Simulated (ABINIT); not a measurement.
ABINIT run on Zr₄CuNi (I422, 6 atoms in the cell): self-consistent single point.

Method: PBEsol, PAW (JTH v2.0 PBE PAW, files made for PBE) (plane waves; ABINIT 10.0.3).

The change in words: lattice scaled by 0.98. Reference geometry:
```
Zr4CuNi
1.0
   -3.29512     3.29512     2.60385
    3.29512    -3.29512     2.60385
    3.29512     3.29512    -2.60385
Zr Cu Ni
4 1 1
Direct
  0.41119   0.91119   0.82238
  0.91119   0.08881   0.50000
  0.08881   0.58881   0.17762
  0.58881   0.41119   0.50000
  0.50000   0.50000   0.00000
  0.00000   0.00000   0.00000
```

Reference input (self-consistent single point, DFT, PBEsol, plane waves, PAW (JTH v2.0 PBE PAW, files made for PBE)): pseudos = [Zr.GGA_PBE-JTH.xml, Cu.GGA_PBE-JTH.xml, Ni.GGA_PBE-JTH.xml]; ecut = 60 Ry; pawecutdg = 120 Ry; pawxcdev = 0; ixc = -116133; occopt = 7; tsmear = 0.136 eV; ngkpt = 5 5 5; nshiftk = 1; shiftk = 0 0 0; potentials = JTH v2.0 PBE PAW; nband = 54. This run's input differs from it in these lines:

```diff
@@ -3,7 +3,7 @@
 pseudos "Zr.GGA_PBE-JTH.xml, Cu.GGA_PBE-JTH.xml, Ni.GGA_PBE-JTH.xml"
-acell 5.3381246249 5.3381246249 5.3381246249 Angstrom
+acell 5.2313624539 5.2313624539 5.2313624539 Angstrom
 rprim
-        -0.6172795189    0.6172795189    0.4877827295
-         0.6172795189   -0.6172795189    0.4877827295
-         0.6172795189    0.6172795189   -0.4877827295
+        -0.6172795383    0.6172795383    0.4877826804
+         0.6172795383   -0.6172795383    0.4877826804
+         0.6172795383    0.6172795383   -0.4877826804
 natom 6
@@ -13,7 +13,7 @@
 xcart
-         8.2342816053    2.0074167062    2.4602769605
-        -2.0074167062    8.2342816053    2.4602769605
-         4.2194481930   -2.0074167062    2.4602769605
-         2.0074167062    4.2194481930    2.4602769605
-         0.0000000000   -0.0000000000    4.9205539210
+         8.0695967229    1.9672685548    2.4110713268
+        -1.9672685548    8.0695967229    2.4110713268
+         4.1350596133   -1.9672685548    2.4110713268
+         1.9672685548    4.1350596133    2.4110713268
+        -0.0000000000    0.0000000000    4.8221426536
          0.0000000000    0.0000000000    0.0000000000
```

Output, abridged:

```
--- !BeginCycle
solver: {iscf: 17, nstep: 60, nline: 4, wfoptalg: 10, }
tolerances: {tolvrs: 1.00E-12, }
...

     iter   Etot(hartree)      deltaE(h)  residm     nres2
 ETOT  1  -553.70742491728    -5.537E+02 1.767E+01 1.520E+02
 ETOT  2  -559.73407618207    -6.027E+00 6.912E-02 6.600E+02
 ETOT  3  -558.75819673552     9.759E-01 3.749E-02 7.023E+01
 ETOT  4  -558.69097474879     6.722E-02 7.217E-03 1.076E+01
 ETOT  5  -558.72085762336    -2.988E-02 2.394E-02 4.796E+01
   [... 15 lines left out ...]
 ETOT 21  -558.68043111433    -1.478E-12 3.704E-04 1.377E-11
 ETOT 22  -558.68043111434    -1.148E-11 2.666E-04 3.397E-12
 ETOT 23  -558.68043111434     5.457E-12 4.002E-04 1.072E-12
 ETOT 24  -558.68043111434     1.592E-12 2.751E-04 1.000E-13
 At SCF step   24       nres2   =  1.00E-13 < tolvrs=  1.00E-12 =>converged.

 Cartesian components of stress tensor (hartree/bohr^3)
  sigma(1 1)= -3.45380390E-05  sigma(3 2)=  0.00000000E+00
  sigma(2 2)= -3.45380390E-05  sigma(3 1)=  0.00000000E+00
  sigma(3 3)= -1.50489099E-05  sigma(2 1)=  0.00000000E+00

 ----iterations are completed or convergence reached----

 reduced coordinates (array xred) for    6 atoms
       0.411189997117      0.911189997117      0.822379998564
       0.911189997117      0.088809998552      0.500000000000
       0.088809998552      0.588809998552      0.177620001436
       0.588809998552      0.411189997117      0.500000000000
       0.499999997834      0.499999997834      0.000000000000
      -0.000000002166     -0.000000002166      0.000000000000
 cartesian forces (eV/Angstrom) at end:
   [... lines left out ...]
 Fermi (or HOMO) energy (hartree) =   0.42693   Average Vxc (hartree)=  -0.44053
   [... lines left out ...]
'-kT*entropy'       : -1.48816881311070E-03
total_energy        : -5.58680431150829E+02
total_energy_eV     : -1.52024676671155E+04
...

-Cartesian components of stress tensor (GPa)         [Pressure=  8.2501E-01 GPa]
- sigma(1 1)= -1.01614402E+00  sigma(3 2)=  0.00000000E+00
- sigma(2 2)= -1.01614402E+00  sigma(3 1)=  0.00000000E+00
- sigma(3 3)= -4.42754140E-01  sigma(2 1)=  0.00000000E+00

 Calculation completed.
```

The run converged in 24 iterations. Against the reference run the free energy falls by 10.5 meV/atom, the pressure goes from -6.32 to 0.83 GPa and the largest force moves little (0.038 to 0.037 eV/Å).

The starting cell comes from a database of computed structures (which also holds hypothetical and non-ambient phases and stackings), without a prior relaxation at this level. For this run, on top of that: lattice scaled by 0.98. Spin polarisation is off. The potentials were made for another functional than the one used.

Cost on one core of a shared machine: roughly 8 min.
